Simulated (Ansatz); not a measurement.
Candidates (primitive cells; geometry: cell and atoms relaxed with PBEsol):
A. MgO (Fm-3m), a = 2.980 Å, b = 2.980 Å, c = 2.980 Å, α = 60.00°, β = 60.00°, γ = 60.00°
B. AgBr (Fm-3m), a = 4.013 Å, b = 4.013 Å, c = 4.013 Å, α = 60.00°, β = 60.00°, γ = 60.00°
C. MgS (Fm-3m), a = b = c = 3.6640 Å, α = β = γ = 60.00°
D. CaSe (Fm-3m), a = b = c = 4.149 Å, α = β = γ = 60.00°

**Question.** Order them by band gap (highest first) at the level PBEsol, rigid bands (Ansatz, a quantum-chemistry and plane-wave program).

**Answer.** A (4.62 eV), C (2.73 eV), D (1.88 eV), B (0.50 eV)

Spin-orbit coupling is left out.

Formula and space group known from diffraction (Crystallography Open Database), not checked to be the room-temperature form: CaSe (Fm-3m).
